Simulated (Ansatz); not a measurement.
The starting structures come from a database of crystals and need not be the phases stable at ambient conditions.

Here is the system:

```xyz
20
Lattice="5.6917 0.0000 0.0000 0.0000 12.7079 0.0000 0.0000 0.0000 4.6380" Properties=species:S:1:pos:R:3 pbc="T T T"
Ba     1.0495     1.8057     3.3830
Ba     4.6421     8.1596     3.5740
Ba     1.7963    10.9022     1.0640
Ba     3.8954     4.5483     1.2550
Si     3.9644     0.9273     0.8399
Si     1.7273     7.2813     1.4792
Si     4.5731    11.7806     3.1589
Si     1.1186     5.4267     3.7982
O      2.3895     1.1900     1.1141
O      3.3021     7.5439     1.2049
O      0.4563    11.5179     3.4332
O      5.2354     5.1640     3.5239
O      4.9993     2.1283     1.1572
O      0.6923     8.4823     1.1618
O      3.5382    10.5796     3.4762
O      2.1535     4.2256     3.4808
O      1.5756     6.8948     3.1114
O      4.1161     0.5408     3.8457
O      1.2703     5.8131     0.7924
O      4.4214    12.1671     1.5267
```

Space group of this cell: P2_12_12_1. The cell is taken as given; by r2SCAN its mean pressure is -4.0 GPa.

Transport runs along the normal of the first two printed cell vectors.

The gap is the functional's own, uncorrected, and κ follows it; spin-orbit coupling is left out. Mid-gap values are interpolated between the computed energies.

Problem. Predict the band gap and the smallest decay constant κ at mid-gap from r2SCAN run with Ansatz (a program for electronic structure).

Solution. Gap 5.12 eV on a 6×4×8 mesh; κ = 0.412 1/Å, at the zone centre.
